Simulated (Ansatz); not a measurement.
The starting structures come from a database of crystals and need not be the phases stable at ambient conditions.

The decay constant κ of evanescent states in the gap governs leakage through a thin film.

Consider the following.

```yaml
crystal:
  lattice:
    - [3.87842, 0.00000, 0.00000]
    - [1.93921, 9.54955, 0.00000]
    - [0.00000, 2.12563, 9.05647]
  atoms:
    - { symbol: K, position: [0.50000, 0.00000, 0.50000] }
    - { symbol: In, position: [0.28731, 0.42538, 0.66218] }
    - { symbol: In, position: [0.71269, 0.57462, 0.33782] }
    - { symbol: In, position: [0.35500, 0.29000, 0.09156] }
    - { symbol: In, position: [0.64500, 0.71000, 0.90844] }
    - { symbol: In, position: [0.00000, 0.00000, 0.00000] }
    - { symbol: S, position: [0.16459, 0.67082, 0.47569] }
    - { symbol: S, position: [0.83541, 0.32918, 0.52431] }
    - { symbol: S, position: [0.06885, 0.86230, 0.78380] }
    - { symbol: S, position: [0.93115, 0.13770, 0.21620] }
    - { symbol: S, position: [0.41450, 0.17100, 0.87578] }
    - { symbol: S, position: [0.58550, 0.82900, 0.12422] }
    - { symbol: S, position: [0.23802, 0.52396, 0.15413] }
    - { symbol: S, position: [0.76198, 0.47604, 0.84587] }
```

Space group of this cell: C2/m. The cell is taken as given.

Transport runs along the normal of the first two printed cell vectors.

No gap correction and no spin-orbit coupling; mid-gap values are interpolated between computed energies.

Question: Predict the band gap and the smallest decay constant κ at mid-gap from r2SCAN run with Ansatz (an electronic-structure program).

Answer: Gap 1.91 eV on a 8×8×4 mesh; κ = 0.167 1/Å, at the zone centre.
